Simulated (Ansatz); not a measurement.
Take C in the diamond structure (space group Fd-3m, No. 227; a = 3.5538 Å) as the base.

Levels (all Ansatz, a program for electronic structure, PAW): PBEsol (420 eV, spin-orbit coupling left out); r2SCAN (500 eV, scalar-relativistic without spin-orbit coupling).

Its gap is 4.03 eV with PBEsol and 4.38 eV with r2SCAN.

It is then changed as follows: Si replaces 12.5 % of the C, ordered in a cell of 8 atoms (starting symmetry Pmm2) and fully relaxed.

With PBEsol the gap becomes 1.38 eV.

If the r2SCAN correction stayed the same, what would the r2SCAN gap be, and what does the r2SCAN run give?

A rigid correction of +0.35 eV gives 1.73 eV. The r2SCAN run gives 1.80 eV, so the correction itself changes by +0.07 eV.

Single points use the geometry relaxed with PBEsol. These are small ordered cells, not random alloys; other orderings at the same x differ. Whether these cells are dynamically stable was not tested.
